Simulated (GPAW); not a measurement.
A user runs GPAW on Li₃H₃N₂ (Pm, 8 atoms in the cell) and asks whether the run is sound. The aim is a self-consistent single point with DFT LDA (Perdew-Wang 92), plane waves, GPAW PAW datasets LDA (gpaw-data 1.0.1).

Cell that was meant: a = 3.7295 Å, b = 3.4605 Å, c = 5.1435 Å, α = 90.00°, β = 91.83°, γ = 90.00°.

Part of the input:

```python
            nbands=-8,
            convergence={'forces': 0.001, 'bands': -6},
            symmetry={'symmorphic': False, 'tolerance': 0.0005},
            charge=-1,
            maxiter=120,
            txt='-')
```

Log, with long lists cut:

```
Input parameters:
  charge: -1
  convergence: {bands: -6,
                forces: 0.001}
  kpts: {gamma: True,
         size: (5, 6, 4)}
   [... lines left out ...]
   7 N      1.701504    1.730240    2.708764    ( 0.0000,  0.0000,  0.0000)

Unit cell:
           periodic     x           y           z      points  spacing
  1. axis:    yes    3.729460    0.000000    0.000000    27     0.1381
  2. axis:    yes    0.000000    3.460480    0.000000    24     0.1442
  3. axis:    yes   -0.163902    0.000000    5.140848    36     0.1428

  Lengths:   3.729460   3.460480   5.143460
  Angles:   90.000000  91.826102  90.000000

Effective grid spacing dv^(1/3) = 0.1417
     iter     time        total  log10-change:
                         energy   eigst   dens  force
iter:   1 --:--:--   -37.852510   +0.24
iter:   2 --:--:--   -37.103725   -1.26  -0.72
iter:   3 --:--:--   -35.262597   -0.90  -0.77
iter:   4 --:--:--   -35.062321   -1.66  -1.04
iter:   5 --:--:--   -34.967888   -2.01  -1.18
iter:   6 --:--:--   -34.967845   -2.17  -1.59
iter:   7 --:--:--   -34.945391   -2.63  -1.70
iter:   8 --:--:--   -34.944707   -3.34  -2.18
iter:   9 --:--:--   -34.943396c  -3.51  -2.32
iter:  10 --:--:--   -34.943059c  -4.16  -2.54
iter:  11 --:--:--   -34.943210c  -4.55  -2.83
iter:  12 --:--:--   -34.943049c  -5.28  -2.78
iter:  13 --:--:--   -34.942966c  -5.20  -2.92
   [... 4 lines left out ...]
iter:  18 --:--:--   -34.942963c  -7.11  -3.39
iter:  19 --:--:--   -34.942963c  -6.13  -3.44
iter:  20 --:--:--   -34.942962c  -7.30  -3.69
iter:  21 --:--:--   -34.942960c  -6.76  -3.80
iter:  22 --:--:--   -34.942960c  -7.55c -4.23c
iter:  23 --:--:--   -34.942960c  -9.18c -4.67c -3.39c
Converged after 23 iterations.

Dipole moment: (3.323725, -0.000000, 3.990157) |e|*Ang

Energy contributions relative to reference atoms: (reference = -3576.962149)

Kinetic:        +57.577324
Potential:      -43.683185
External:        +0.000000
XC:             -49.040963
Entropy (-ST):   +0.000000
Local:           +0.203863
SIC:             +0.000000
--------------------------
Free energy:    -34.942960
Extrapolated:   -34.942960

Showing only first 2 kpts
 Kpt  Band  Eigenvalues  Occupancy
  0     6      0.63239    2.00000
  0     7      0.79077    2.00000
  0     8      2.79351    2.00000
  0     9      4.35318    2.00000

  1     6      0.49744    2.00000
  1     7      0.58633    2.00000
  1     8      3.41948    2.00000
  1     9      4.79619    0.00000

   [... lines left out ...]
Fermi level: 4.57268
No gap
   [... lines left out ...]
  3 H     0.27221    0.58745    0.26724
  4 H     0.27221   -0.58745    0.26724
  5 H     0.00451    0.00000   -0.26637
  6 N    -0.86936    0.00000   -1.38233
  7 N     0.38436    0.00000    1.14114

Stress tensor:
    -0.094577     0.000000    -0.016657
     0.000000    -0.092844     0.000000
    -0.016657     0.000000    -0.107149
Stress (GPa, Voigt): [-15.1529 -14.8753 -17.1672   0.      -2.6687   0.    ]
```

Task: Is anything amiss in this input, and did it matter?

Result: The run is not sound. The fault is an unintended net charge. A charged periodic cell changes the electron count and is neutralised by a uniform background, so energy, forces and pressure belong to another system. To fix it, remove the charge. The run converged in 23 iterations without an error; against the sound input the largest force goes from 0.156 to 1.633 eV/Å and no clean gap remains on the mesh (levels overlap or are partly filled), against 1.87 eV before.

An input that runs soundly differs in these lines (not the only fix; some lines may just follow from the change or write a value another way):
```diff
-            charge=-1,
```

With that input, the run converged in 21 iterations: free energy E − TS (from the program's reference atoms) -39.1644 eV; top of the valence band (on the code's own zero) 1.11 eV; gap on the k-point mesh 1.87 eV; largest force (vector length) 0.156 eV/Å (DFT LDA (Perdew-Wang 92), plane waves, GPAW PAW datasets LDA (gpaw-data 1.0.1)).

On the sound input: the starting cell comes from a database of computed structures (which also holds hypothetical and non-ambient phases and stackings), without a prior relaxation at this level.
